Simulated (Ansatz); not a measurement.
Results of PBEsol (Ansatz, a first-principles code, PAW) for Al2Cu (I4/mcm, No. 140).

Numerical settings: plane-wave cutoff 520 eV, 14×14×14 k mesh, Fermi–Dirac smearing 0.05 eV, no spin polarisation, scalar-relativistic PAW data made under PBE.

A third-order Birch–Murnaghan fit to the energies gives V0 = 14.453 Å³/atom, B0 = 109 GPa, B′ = 4.4.

```
V (Å³/atom)  P (GPa)
-----------  -------
13.875           ___
14.164          2.31
14.453          0.00
14.742         -2.06
15.031           ___
```

### Question
Estimate the withheld pressures from this fit; the answers are the runs' own values.

### Answer

- 13.875, P (GPa): 4.87
- 15.031, P (GPa): -3.91

The formula P = (3/2) B0 (x^(7/3) − x^(5/3)) [1 + (3/4)(B′ − 4)(x^(2/3) − 1)] with x = V0/V meets the computed pressures within 0.02 GPa when these rounded values are put in.

Shape and atoms are relaxed at each volume.

Note: the bulk modulus comes from volumes at which shape and atoms were relaxed.

The computed numbers hold no vibrational or temperature effects.
